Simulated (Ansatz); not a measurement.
A user runs Ansatz (a quantum-chemistry and plane-wave program) on Ta₂SnN (P6_3/mmc, 8 atoms in the cell) and asks whether the run is sound. The aim is a self-consistent single point with DFT, PBE, plane waves, default PAW files.

Cell that was meant: a = 3.1103 Å, b = 3.1103 Å, c = 13.9419 Å, α = 90.00°, β = 90.00°, γ = 120.00°.

Part of the input:

Ansatz 0.2 input:
```yaml
    - { symbol: N, position: [0.000000, 0.000000, 0.500000] }
basis:
  ecutwfc: 30.9 Ry
  ecutrho_ratio: 2
kpoints:
  mp_grid: { grid: [12, 12, 3] }
hamiltonian:
```

Output, abridged:

```
   [... lines left out ...]
Symmetry: 24 space group operations
Space group: P63/mmc (ITA 194), of the structure as read, at distance tolerance 4.9e-5 Å
k-points: 38 of 432
Initial density: superposition of atomic densities (neutral atoms: chi_scale 0, normalization atom), corrected by the library's trained network
Initial wavefunctions: pseudopotential atomic-orbital guess
Eigensolver: davidson
Functional: x = pbe(κ = 0.804, μ = 0.2195149727645171), c = pbe(β = 0.06672455060314922)
SCF iter   1: F=—  HF=-52547.969137 eV  |F-HF|=—  |Δ(HF+E_count)|=         —  Δρ=6.04e-3  dr2=4.37e-2  ethr=1.77e-3  ⟨swp⟩=5.4  Hψ=8188  notcnv=0
all-band conjugate gradients solve this SCF's bands
preconditioner: auto → Kerker (q_TF=auto, 2.612 Å⁻¹)
SCF iter   2: F=—  HF=-52547.962179 eV  |F-HF|=—  |Δ(HF+E_count)|=   6.96e-3  Δρ=3.69e-3  dr2=1.82e-2  ethr=4.86e-5  ⟨swp⟩=1.3  Hψ=2409  notcnv=0
   [... lines left out ...]
SCF iter   5: F=—  HF=-52547.957136 eV  |F-HF|=—  |Δ(HF+E_count)|=   7.87e-6  Δρ=4.54e-5  dr2=6.80e-6  ethr=5.81e-8  ⟨swp⟩=2.3  Hψ=2706  notcnv=0
SCF iter   6: F=—  HF=-52547.957135 eV  |F-HF|=—  |Δ(HF+E_count)|=   9.72e-7  Δρ=9.37e-6  dr2=2.89e-7  ethr=7.55e-9  ⟨swp⟩=2.0  Hψ=2346  notcnv=0
SCF iter   7: F=-52547.957135 eV  HF=-52547.957135 eV  |F-HF|=8.90e-9  |Δ(HF+E_count)|=   4.15e-8  Δρ=2.86e-6  dr2=1.18e-8  ethr=1.11e-10  ⟨swp⟩=10.7  Hψ=8291  notcnv=0
SCF 1 converged in 7 iterations: F = -52547.957135 eV  dr2 = 1.18e-8
Free energy (F): -52547.957135 eV
Internal energy: -52547.867310 eV  (E = F + TS)
E sigma→0 (E₀):  -52547.912223 eV
Entropy (-TS):   -0.089826 eV (-11.228 meV/atom)
Fermi energy:    19.637080 eV
--- Forces (eV/Å), atoms counted from 1 ---
  atom   1  Sn    -0.00000000     0.00000000     0.00000000
  atom   2  Sn    -0.00000000    -0.00000000     0.00000000
  atom   3  Ta    -0.00000000     0.00000000    -0.39231953
  atom   4  Ta    -0.00000000    -0.00000000    -0.39231953
  atom   5  Ta    -0.00000000    -0.00000000     0.39231953
  atom   6  Ta     0.00000000     0.00000000     0.39231953
  atom   7  N     -0.00000000     0.00000000     0.00000000
   [... lines left out ...]
  P = ⅓ Tr σ = 12.7484 GPa (127.484 kbar)
  The stress holds the Pulay correction, which leaves out the density cutoff's part. Without it, at fixed plane waves, as pw.x and ABINIT print it …
settings of this run that can trade accuracy for cost: basis.ecutrho_ratio < 4. Do not mix this run's numbers with those of runs without the same settings …
```

Task: Is this run sound? If not, what is wrong?

Result: The compared values did not move, but the log warns. The input holds a density cutoff or grid that is too coarse, which can do harm: the charge density holds wave vectors up to twice those of the orbitals (four times the energy cutoff), and augmentation charges need more still. The run converged in 7 iterations, and against the sound input the free energy is nearly the same (within 1 meV/atom), the pressure moves little (12.71 to 12.75 GPa) and the largest force moves little (0.393 to 0.392 eV/Å). The full log also holds (shortened here): “WARN basis.ecutrho_ratio = 2 (ecutrho = 840.8318350010292 eV) is below the records' recommended cutoff”. At a fixed set of plane waves, without the program's Pulay estimate, the pressure is 12.53 GPa against 12.49 GPa.

The sound input it was made from differs as follows (other fixes are possible):
```diff
-  ecutrho_ratio: 2
```

With that input, the run converged in 7 iterations: free energy E − TS (on the zero of these files) -52547.9558 eV; Fermi level (on the code's own zero) 19.64 eV; pressure 12.71 GPa; largest force (vector length) 0.393 eV/Å (DFT, PBE, plane waves, default PAW files).

On the sound input: the starting cell was generated: these elements placed on a structure prototype, without a prior relaxation; it need not be a known phase or ordering of this composition. Spin polarisation is off. With a pressure of about 13 GPa the cell is away from its equilibrium volume at this level. Ansatz's pressure includes its estimate of the finite-basis (Pulay) stress.
